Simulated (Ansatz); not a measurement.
# Hypothetical P4_2/mnm MgO, pressure series

The reference is MgO (space group P4_2/mnm, No. 136; a = 5.5651 Å, c = 3.2925 Å; a hypothetical phase, not in the database extracts checked).

Cell and atoms are relaxed at each pressure.

Method: PBE (Ansatz, a program for electronic structure; PAW; 420 eV plane waves; no spin-orbit coupling).

Notes on the quantities. enthalpy: H = E + PV relative to the base's energy.

| case | enthalpy | band gap | shortest interatomic distance |
|---|---|---|---|
| base | – | 3.38 eV | 197.1 pm |
| pressure −2 GPa | -0.16 eV/atom | 3.30 eV | 198.4 pm |
| pressure −1 GPa | -0.08 eV/atom | 3.34 eV | 197.7 pm |
| pressure 0.3 GPa | +0.02 eV/atom | 3.39 eV | 196.9 pm |
| pressure 1.5 GPa | +0.12 eV/atom | 3.44 eV | 196.2 pm |
| pressure 3 GPa | +0.24 eV/atom | 3.50 eV | 195.4 pm |
| pressure 5 GPa | +0.39 eV/atom | 3.57 eV | 194.3 pm |
| pressure 7.5 GPa | +0.58 eV/atom | 3.65 eV | 193.1 pm |
| pressure 10 GPa | +0.76 eV/atom | 3.73 eV | 191.9 pm |

Load acts through the strain it causes; cell and atoms are relaxed under it. Stability against distortions was not tested. Competing high-pressure phases were not computed.
